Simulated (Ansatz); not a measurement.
Start from GaP in the zinc blende structure (space group F-43m, No. 216; a = 5.5060 Å).

All numbers come from PBE (Ansatz, a first-principles code, PAW, spin-orbit coupling left out).

Base values:

The band gap is 1.58 eV, the gap character is direct at Γ and the volume per atom comes out as 20.87 Å³.

One thing is altered: full substitution P → As; the structure is relaxed again.

Tabulated Pauling electronegativity and covalent radius: P 2.19, 1.07 Å; As 2.18, 1.19 Å.

Q: How does this affect the band gap?

A: The band gap shrinks by 1.42 eV (1.58 eV → 0.16 eV).

Q: Estimate the effect on the gap character.

A: The gap character stays direct at Γ.

Q: Predict the new volume per atom.

A: The volume per atom increases by 2.84 Å³ to 23.71 Å³.

No phonon test of stability was made. The real GaP has an indirect gap at ambient pressure; PBE orders its close-lying valleys differently. The zero or small gap of GaAs can change with the level of theory.
